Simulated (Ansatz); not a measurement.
Results of G0W0@PBEsol+SOC (hard PAW, contour deformation, complete-basis limit, spin–orbit shift from PBEsol; Ansatz, an electronic-structure program) for CaC2 (R-3m, No. 166, 3 atoms in the cell; start mp-1227257).

Numerical settings: largest k mesh 8×8×8 (not extrapolated in the mesh).

Cell (relaxed with PBEsol):

```xyz
3
Lattice="1.9121 1.1040 3.8948 -1.9121 1.1040 3.8948 0.0000 -2.2079 3.8948" Properties=species:S:1:pos:R:3 pbc="T T T"
Ca     0.0000     0.0000     0.0000
C      0.0000     0.0000     6.4686
C      0.0000     0.0000     5.2157
```

Problem. What does this level give for the band gap?

Solution. 
- band gap = 4.72 eV

Note: spin–orbit coupling enters as the shift of the gap found with a semilocal functional.

The computed numbers hold no vibrational or temperature effects.

Computing time: very roughly 6 core-hours.

A start named mp-… is a Materials Project structure, which need not be a measured phase.
